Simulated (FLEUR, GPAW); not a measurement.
A FLEUR input for a self-consistent single point of CrB (Cmcm, 4 atoms in the cell) (DFT, PBEsol, all-electron FLAPW (FLEUR), scalar-relativistic valence):

Input of the input generator:

```
CrB FLAPW
&input film=f /
2.6884396582 -7.2209496578 0.0000000000
2.6884396582 7.2209496578 0.0000000000
0.0000000000 0.0000000000 5.3742129128
1.0
1.0 1.0 1.0

4
24 0.8546200000 0.1453800000 0.7500000000
24 0.1453800000 0.8546200000 0.2500000000
5 0.5649400000 0.4350600000 0.7500000000
5 0.4350600000 0.5649400000 0.2500000000

&comp jspins=1 /
&exco xctyp='PBEs' /
&kpt div1=8 div2=8 div3=8 gamma=t /
&end /
```

```xml
<?xml version="1.0" encoding="UTF-8" standalone="no"?>
<fleurInput fleurInputVersion="0.39">
   <comment>
      CrB FLAPW                                                                                           
   </comment>
   <calculationSetup>
      <cutoffs Kmax="3.9" Gmax="13.7" GmaxXC="13.7" numbands="0"/>
      <scfLoop itmax="80" minDistance="0.00001" maxIterBroyd="15" imix="Anderson" alpha="0.05" precondParam="0.0" spinf="2.0"/>
      <coreElectrons ctail="T" frcor="F" kcrel="0" coretail_lmax="0"/>
      <xcFunctional name="PBEs" relativisticCorrections="F"/>
      <magnetism jspins="1"/>
      <soc l_soc="F" theta="0.0" phi="0.0" spav="F"/>
      <expertModes spex="0" secvar="F"/>
      <geometryOptimization l_f="T" forcealpha="1.0" forcemix="BFGS" epsdisp="0.00001" epsforce="0.00001"/>
      <ldaU l_linMix="F" mixParam="0.05" spinf="1.0"/>
   </calculationSetup>
   <cell>
      <bzIntegration valenceElectrons="34.0" mode="hist" fermiSmearingEnergy="0.00367493">
         <kPointListSelection listName="default-1"/>
         <!-- k-points included here -->
         <xi:include xmlns:xi="http://www.w3.org/2001/XInclude" href="kpts.xml"> </xi:include>
      </bzIntegration>
      <!-- symmetry operations included here -->
      <xi:include xmlns:xi="http://www.w3.org/2001/XInclude" href="sym.xml"> </xi:include>
      <bulkLattice scale="1.0">
         <bravaisMatrix>
            <row-1>    2.6884396582000001    -7.2209496578000003     0.0000000000000000</row-1>
            <row-2>    2.6884396582000001     7.2209496578000003     0.0000000000000000</row-2>
            <row-3>    0.0000000000000000     0.0000000000000000     5.3742129128000000</row-3>
         </bravaisMatrix>
      </bulkLattice>
   </cell>
   <atomSpecies>
      <species name="Chromium (Cr)" element="Cr" atomicNumber="24">
         <mtSphere radius="2.18" gridPoints="767" logIncrement="0.016"/>
         <atomicCutoffs lmax="8" lnonsphr="6"/>
         <electronConfig flipSpins="F">
            <coreConfig>(1s1/2) (2s1/2) (2p1/2) (2p3/2)</coreConfig>
            <valenceConfig>(3s1/2) (3p1/2) (3p3/2) (4s1/2) (3d3/2) (3d5/2)</valenceConfig>
            <stateOccupation state="(4s1/2)" spinUp="0.5" spinDown="0.5"/>
            <stateOccupation state="(3d3/2)" spinUp="1.0" spinDown="1.0"/>
            <stateOccupation state="(3d5/2)" spinUp="1.5" spinDown="1.5"/>
         </electronConfig>
         <energyParameters s="4" p="4" d="3" f="4"/>
         <lo type="SCLO" l="0" n="3" eDeriv="0"/>
         <lo type="SCLO" l="1" n="3" eDeriv="0"/>
      </species>
      <species name="Boron (B)" element="B" atomicNumber="5">
         <mtSphere radius="1.53" gridPoints="539" logIncrement="0.019"/>
         <atomicCutoffs lmax="6" lnonsphr="4"/>
         <electronConfig flipSpins="F">
            <coreConfig>(1s1/2)</coreConfig>
            <valenceConfig>(2s1/2) (2p1/2) (2p3/2)</valenceConfig>
            <stateOccupation state="(2p1/2)" spinUp="0.1666666666667" spinDown="0.1666666666667"/>
            <stateOccupation state="(2p3/2)" spinUp="0.3333333333333" spinDown="0.3333333333333"/>
         </electronConfig>
         <energyParameters s="2" p="2" d="3" f="4"/>
      </species>
   </atomSpecies>
   <atomGroups>
      <atomGroup species="Chromium (Cr)">
         <relPos label="                   1">-.1453800000 .1453800000 -1.000/4.000</relPos>
         <relPos label="                   2">.1453800000 -.1453800000 1.000/4.000</relPos>
         <force calculate="T" relaxXYZ="TTT"/>
      </atomGroup>
      <atomGroup species="Boron (B)">
         <relPos label="                   3">-.4350600000 .4350600000 -1.000/4.000</relPos>
         <relPos label="                   4">.4350600000 -.4350600000 1.000/4.000</relPos>
         <force calculate="T" relaxXYZ="TTT"/>
      </atomGroup>
   </atomGroups>
   <output dos="F" band="F" slice="F">
      <checks vchk="F" cdinf="F"/>
      <bandDOS minEnergy="-.5*Htr" maxEnergy="0.5*Htr" sigma="0.015" storeEVData="T"/>
      <vacuumDOS vacdos="F" integ="F" star="F" nstars="0" locx1="0.0" locy1="0.0" locx2="0.0" locy2="0.0" nstm="0" tworkf="0.0"/>
      <unfoldingBand unfoldBand="F" supercellX="1" supercellY="1" supercellZ="1"/>
      <plotting iplot="0" polar="F">
         <plot TwoD="T" vec1="  1.0  0.0  0.0" vec2="  0.0  1.0  0.0" vec3="  0.0  0.0  1.0" zero="  0.0  0.0  0.0" file="plot"/>
      </plotting>
      <chargeDensitySlicing numkpt="0" minEigenval="0.0" maxEigenval="0.0" nnne="0" pallst="F"/>
      <specialOutput eonly="F"/>
      <magneticCircularDichroism mcd="F" energyLo="-10.0" energyUp="0.0"/>
   </output>
  <!-- We include the file relax.xml here to enable relaxations (see documentation) -->
  <xi:include xmlns:xi="http://www.w3.org/2001/XInclude" href="relax.xml"> <xi:fallback/> </xi:include>
</fleurInput>
```

**Question.** Translate this input to GPAW.

**Answer.** This is the input that was run; spellings and numerical settings could be chosen otherwise.

```python
from ase import Atoms
from ase.units import GPa
from gpaw import GPAW

atoms = Atoms(['Cr', 'Cr', 'B', 'B'],
              cell=[[1.422661, -3.821162, 0.000000],
                    [1.422661, 3.821162, 0.000000],
                    [0.000000, 0.000000, 2.843911]],
              scaled_positions=[[0.854620, 0.145380, 0.750000],
                                [0.145380, 0.854620, 0.250000],
                                [0.564940, 0.435060, 0.750000],
                                [0.435060, 0.564940, 0.250000]],
              pbc=True)

calc = GPAW(mode={'name': 'pw', 'ecut': 950},
            xc='PBEsol',
            kpts={'size': (8, 8, 8), 'gamma': True},
            occupations={'name': 'fermi-dirac', 'width': 0.1},
            nbands=-8,
            convergence={'density': 1e-05},
            symmetry={'symmorphic': False, 'tolerance': 0.0005},
            maxiter=120,
            txt='-')

atoms.calc = calc

energy = atoms.get_potential_energy()
print('Energy (eV):', round(energy, 6))
forces = atoms.get_forces()
print('Forces (eV/Ang):')
print(forces.round(5))
stress = atoms.get_stress()
print('Stress (GPa, Voigt):', (stress / GPa).round(4))
```

Basis, cutoffs, solver keys and any potentials are the target program's own. This input uses DFT PBEsol, plane waves, GPAW PAW datasets PBEsol (made by gpaw-setup).

The starting cell comes from a database of computed structures (which also holds hypothetical and non-ambient phases and stackings), without a prior relaxation at this level. For this run, on top of that: lattice scaled by 0.98.
